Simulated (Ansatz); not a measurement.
We consider LaIrSi₃ (I4mm, No. 107, 5 atoms in the cell; start COD 1534501), described by PBEsol (Ansatz, a quantum-chemistry and plane-wave program, PAW).

Input file:

Ansatz 0.2 input:
```yaml
crystal:
  lattice:
    - [-2.139, 2.139, 4.915]
    - [2.139, -2.139, 4.915]
    - [2.139, 2.139, -4.915]
  atoms:
    - { symbol: La, position: [0.0, 0.0, 0.0] }
    - { symbol: Si, position: [0.7615, 0.2615, 0.5] }
    - { symbol: Si, position: [0.2615, 0.7615, 0.5] }
    - { symbol: Ir, position: [0.6553, 0.6553, 0.0] }
    - { symbol: Si, position: [0.4112, 0.4112, 0.0] }
basis:
  ecutwfc: 520
  ecutrho_ratio: 4
  xc_grid: 2
kpoints:
  mp_grid: { grid: [18, 18, 18] }
hamiltonian:
  xc: pbesol
  dispersion: none
  pseudopotentials: { azcp: { folder: ./paw }, kind: paw }
scf:
  occupations: { method: fermi_dirac, width: 0.05 }
  convergence: { dr2_threshold: 0.0000000005 }
output:
  forces: true
  stress: true
  eigenvalues: true
```

Question: How many irreducible k-points, plane waves at Γ does the program set up, and what pressure does the run end with?

Answer: 480 irreducible k-points, 2411 plane waves at Γ; P = -1.62 GPa, so the cell is stretched on average and its volume would shrink at this level.

The run printed, among other lines:

```
Crystal: 5 atoms, lattice volume = 89.951 Å³
Basis set: ecut = 520 eV, 2411 PW (Γ), exchange–correlation on 90×90×90 points (8 copies of the dense FFT grid, shifted against one another)
Bands: 25, of which v1, the nominal top of the filled ones, is band 20 counted from 1 (19 counted from 0)
Symmetry: 8 space group operations
Space group: I4mm (ITA 107), of the structure as read, at distance tolerance 4.5e-5 Å
k-points: 480 of 5832 (time reversal used)
Initial density: superposition of atomic densities (chi_scale 0.1, normalization cell, long waves kept (reshape's long-wave potential 0.00 eV rms))
Functional: x = pbesol(κ = 0.804, μ = 0.12345679012345678), c = pbesol(β = 0.046)
SCF iter   1: F=—  HF=-19833.048737 eV  |F-HF|=—  |Δ(HF+E_count)|=         —  Δρ=8.49e-2  dr2=1.36e1
SCF iter   2: F=—  HF=-19831.205779 eV  |F-HF|=—  |Δ(HF+E_count)|=    1.84e0  Δρ=2.65e-2  dr2=1.05e0
  ...
SCF iter  10: F=—  HF=-19830.970371 eV  |F-HF|=—  |Δ(HF+E_count)|=   2.15e-8  Δρ=9.86e-7  dr2=1.81e-9
SCF iter  11: F=-19830.970371 eV  HF=-19830.970371 eV  |F-HF|=3.64e-11  |Δ(HF+E_count)|=  2.26e-10  Δρ=1.86e-7  dr2=4.63e-11
SCF 1 converged in 11 iterations: F = -19830.970371 eV  dr2 = 4.63e-11
SCF converged after 11 iterations
Free energy (F): -19830.970371 eV
Internal energy: -19830.957030 eV  (E = F + TS)
E sigma→0 (E₀):  -19830.963701 eV
Fermi energy:    13.402282 eV
--- Forces (eV/Å), atoms counted from 1 ---
  atom   1  La     0.00000000     0.00000000    -0.11496583
  atom   2  Si     0.00000000    -0.00000000     0.10103230
  atom   3  Si    -0.00000000     0.00000000     0.10103230
  atom   4  Ir    -0.00000000     0.00000000    -0.31150913
  atom   5  Si    -0.00000000    -0.00000000     0.22441110
--- Stress (GPa, compression-positive) ---
       -1.451136      -0.000000      -0.000000
       -0.000000      -1.451136      -0.000000
       -0.000000      -0.000000      -1.945477
  P = ⅓ Tr σ = -1.6159 GPa (-16.159 kbar)
```

The PAW data were made under PBE.

Note: the file's cell can be that of a phase stable at another temperature. Note: cell and atoms aren't relaxed at this level (largest force component 0.31 eV/Å, pressure -1.6 GPa).
